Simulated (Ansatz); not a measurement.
**Response to strain in TlCl**

Base system: TlCl in the CsCl type structure (space group Pm-3m, No. 221; a = 3.769 Å). Axes: x, y, z lie along the cube axes.

Strains are applied to the cell and any free atomic positions relax; under biaxial strain the out-of-plane vector relaxes too.

Calculations: DFT with PBEsol, PAW potentials and a 420 eV plane-wave cutoff in Ansatz (a program for electronic structure), no SOC.

Candidates:
(a) biaxial strain +0.83 %, plane normal [111], relaxed out of plane
(b) biaxial strain −0.83 %, plane normal [111], relaxed out of plane
(c) biaxial strain −1.67 %, plane normal [111], relaxed out of plane

For the base:

```
Item       Result
--------  -------
Band gap  1.79 eV
```

Q: Order them by band gap, highest first.

A: (a) biaxial strain +0.83 %, plane normal [111], relaxed out of plane (1.82 eV), (b) biaxial strain −0.83 %, plane normal [111], relaxed out of plane (1.77 eV), (c) biaxial strain −1.67 %, plane normal [111], relaxed out of plane (1.74 eV)

With Tl present, leaving out spin-orbit coupling can change the band edges. Whether these cells are dynamically stable was not tested.
